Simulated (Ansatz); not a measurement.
Cost and result by functional for the surface energy of the (110) surface of fcc Pb in its 1x1 cell, outermost plane spacing 1.78 Å in the ideal cut, in Ansatz (plane waves, PAW). Single points on the PBE structure, on one kind of machine; costs are rough ratios of the slab run's core time (references not counted) to the cheapest single point. r2SCAN's cost holds its higher cutoff (500 against 420 eV). Differences are taken against r2SCAN for comparison alone: no measured value is at hand, so the table doesn't rank accuracy.

Model: 7-atom slab, 10.7 Å thick at the start, 11x8x1 mesh, Fermi-Dirac 0.1 eV, dipole correction, all atoms relaxed; held to the start's symmetry, so lower structures may exist; no spin, no spin-orbit, no U. These notes are the PBE run's.

```json
[
 {"functional": "LDA", "relative cost": "1", "surface energy (J/m²)": "0.48", "less r2SCAN (J/m²)": "0.12"},
 {"functional": "RPBE", "relative cost": "1", "surface energy (J/m²)": "0.25", "less r2SCAN (J/m²)": "-0.11"},
 {"functional": "PBEsol", "relative cost": "1", "surface energy (J/m²)": "0.44", "less r2SCAN (J/m²)": "0.08"},
 {"functional": "r2SCAN", "relative cost": "2", "surface energy (J/m²)": "0.35", "less r2SCAN (J/m²)": "0.00"},
 {"functional": "PBE (the relaxed run's value)", "relative cost": "–", "surface energy (J/m²)": "0.34", "less r2SCAN (J/m²)": "-0.02"}
]
```

The values span 0.23 J/m², while the single points' costs differ by a factor of roughly 2. Differences are of unrounded values.

Ansatz is a quantum-chemistry and plane-wave program.
